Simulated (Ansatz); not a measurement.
BaMoO3 in the cubic perovskite structure (space group Pm-3m, No. 221; a cell from a computed database, its experimental status unchecked)

```
CELL_PARAMETERS angstrom
      4.00930     0.00000     0.00000
      0.00000     4.00930     0.00000
      0.00000     0.00000     4.00930
ATOMIC_POSITIONS crystal
  Ba 0.50000 0.50000 0.50000
  Mo 0.00000 0.00000 0.00000
  O  0.00000 0.50000 0.00000
  O  0.50000 0.00000 0.00000
  O  0.00000 0.00000 0.50000
```

Level of theory: Kohn–Sham DFT with the PBEsol functional, run in Ansatz (a program for electronic structure) with PAW and 420 eV plane waves, without spin-orbit coupling. k-mesh 12×12×12 (Γ-centred); smearing 0.05 eV (Fermi–Dirac).

| Quantity | Value |
|---|---|
| Volume per atom | 12.89 Å³ |
| Density | 7.25 g/cm³ |
| Band gap | zero |
| Total energy | -2489.502 eV/atom (σ→0; compares only within this code and set-up) |

Whether these cells are dynamically stable was not tested. No Hubbard U is applied, and correlation can decide whether such a compound is a metal. The final runs are not spin-polarised. Many cubic perovskites are stable only at high temperature; tilts and polar distortions were not tested.
